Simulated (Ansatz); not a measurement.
The parent structure is WC (space group P-6m2, No. 187; a = 2.913 Å, c = 2.835 Å; relaxed with 0.1 eV smearing). Axes: x lies along a and z along c of the hexagonal cell.

All numbers come from r2SCAN (Ansatz, a program for electronic structure, PAW, no spin-orbit coupling).

For the base:

* **Pressure**: 0.0 GPa

Modification: the cell is stretched by 0.50 % along x with no lateral relaxation, atoms relaxed at fixed cell.

How does this affect the pressure and energy relative to the base?

The pressure (mean of the normal stresses, compression positive) goes from zero to -1.9 GPa; the energy goes up by 0.6 meV/atom.

The cells carry an imposed strain or load. Whether these cells are dynamically stable was not tested. All final runs are without spin polarisation.
